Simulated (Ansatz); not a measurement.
**TiO2, response to strain**

Take TiO$_{2}$ in the anatase structure (space group I4_1/amd, No. 141) as the base.

```xyz
6
Lattice="-1.8849 1.8849 4.7777 1.8849 -1.8849 4.7777 1.8849 1.8849 -4.7777" Properties=species:S:1:pos:R:3 pbc="T T T"
Ti     0.0000     0.0000     4.7777
Ti     1.8849     0.0000     2.3889
O      0.0000     0.0000     2.7953
O      1.8849     0.0000     0.4064
O      1.8849     0.0000     4.3713
O      0.0000     0.0000     6.7602
```

Cartesian axes are those of the cell as printed.

Strains are applied to the cell and any free atomic positions relax; under biaxial strain the out-of-plane vector relaxes too.

All numbers come from Ansatz (an electronic-structure program), PBEsol, PAW, cutoff 420 eV, no SOC, earlier PAW set.

Notes on the quantities. energy relative to the base: free energy F; pressure: mean of the normal stresses, compression positive.

| case | energy relative to the base | band gap | shortest interatomic distance | pressure |
|---|---|---|---|---|
| base | 0 meV/atom | 2.11 eV | 1.928 Å | 0.00 GPa |
| biaxial strain +2.46 %, plane normal [001], relaxed out of plane | +12 meV/atom | 1.90 eV | 1.957 Å | -4.79 GPa |
| isotropic strain −4.64 % | +163 meV/atom | 2.22 eV | 1.830 Å | 39.55 GPa |
| uniaxial strain ε_xx = −0.46 % | +0.3 meV/atom | 2.12 eV | 1.921 Å | 1.04 GPa |

Stability against distortions was not tested. All final runs are without spin polarisation.
